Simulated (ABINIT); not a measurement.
Input and output of a self-consistent single point for Ge (Fd-3m, 2 atoms in the cell) (ABINIT).

Level of theory: PBEsol, PAW (JTH v2.0 PBE PAW, files made for PBE) (plane waves; ABINIT).

```xyz
2
Lattice="0.0000 2.8201 2.8201 2.8201 0.0000 2.8201 2.8201 2.8201 0.0000" Properties=species:S:1:pos:R:3 pbc="T T T"
Ge     2.8201     2.8201     2.8201
Ge     4.2302     4.2302     4.2302
```

Reference input (self-consistent single point, DFT, PBE, plane waves, PAW (JTH v2.0 PBE PAW)): pseudos = [Ge.GGA_PBE-JTH.xml]; ecut = 571 eV; pawecutdg = 1143 eV; pawxcdev = 0; occopt = 3; tsmear = 0.00367493 Ha; ngkpt = 8 8 8; nshiftk = 1; shiftk = 0 0 0; potentials = JTH v2.0 PBE PAW; nband = 19; kptopt = 1. This run's input differs from it in these lines:

```diff
@@ -19,2 +19,3 @@
 pawxcdev 0
+ixc -116133
 occopt 3
```

Log, with long lists cut:

```
--- !BeginCycle
solver: {iscf: 17, nstep: 80, nline: 4, wfoptalg: 10, }
tolerances: {tolvrs: 1.00E-10, }
...

     iter   Etot(hartree)      deltaE(h)  residm     nres2
 ETOT  1  -190.24034939590    -1.902E+02 2.849E+00 2.962E+00
 ETOT  2  -191.11892735133    -8.786E-01 2.164E-01 9.001E-01
 ETOT  3  -191.11497554821     3.952E-03 3.468E-01 1.473E-01
 ETOT  4  -191.11425083466     7.247E-04 2.965E-02 2.332E-02
 ETOT  5  -191.11415967359     9.116E-05 1.596E-02 4.761E-03
   [... 5 lines left out ...]
 ETOT 11  -191.11417983662    -2.015E-10 7.674E-04 1.019E-09
 ETOT 12  -191.11417983662     4.690E-12 2.397E-04 2.273E-10
 ETOT 13  -191.11417983662     5.400E-13 5.078E-04 1.260E-10
 ETOT 14  -191.11417983662     1.990E-13 1.497E-04 2.050E-12
 At SCF step   14       nres2   =  2.05E-12 < tolvrs=  1.00E-10 =>converged.

 Cartesian components of stress tensor (hartree/bohr^3)
  sigma(1 1)= -2.35721208E-05  sigma(3 2)=  0.00000000E+00
  sigma(2 2)= -2.35721208E-05  sigma(3 1)=  0.00000000E+00
  sigma(3 3)= -2.35721208E-05  sigma(2 1)=  0.00000000E+00

 ----iterations are completed or convergence reached----

 reduced coordinates (array xred) for    2 atoms
       0.500000000908      0.499999999092      0.500000000908
       0.750000000908      0.749999999092      0.750000000908
 cartesian forces (eV/Angstrom) at end:
    1     -0.00000000000000     0.00000000000000    -0.00000000000000
    2      0.00000000000000    -0.00000000000000     0.00000000000000
 frms,max,avg= 1.6238378E-28 1.6238378E-28   0.000E+00  0.000E+00  0.000E+00 e/A
   [... lines left out ...]
 Fermi (or HOMO) energy (hartree) =   0.25593   Average Vxc (hartree)=  -0.34790
 Fermi (or HOMO) energy (eV) =   6.96414   Average Vxc (eV)=  -9.46681
   [... lines left out ...]
'-kT*entropy'       : -1.50574330826354E-04
total_energy        : -1.91114180471313E+02
total_energy_eV     : -5.20048132589422E+03
...

-Cartesian components of stress tensor (GPa)         [Pressure=  6.9352E-01 GPa]
- sigma(1 1)= -6.93515620E-01  sigma(3 2)=  0.00000000E+00
- sigma(2 2)= -6.93515620E-01  sigma(3 1)=  0.00000000E+00
- sigma(3 3)= -6.93515620E-01  sigma(2 1)=  0.00000000E+00

 Calculation completed.
```

The run converged in 14 iterations. Against the reference run the pressure goes from 3.75 to 0.69 GPa.

The starting cell comes from a database of computed structures (which also holds hypothetical and non-ambient phases and stackings), without a prior relaxation at this level. Its lattice was rescaled by a random factor within 2.5 % of one. The potentials were made for another functional than the one used.

Cost on one core of a shared machine: roughly 50 s.
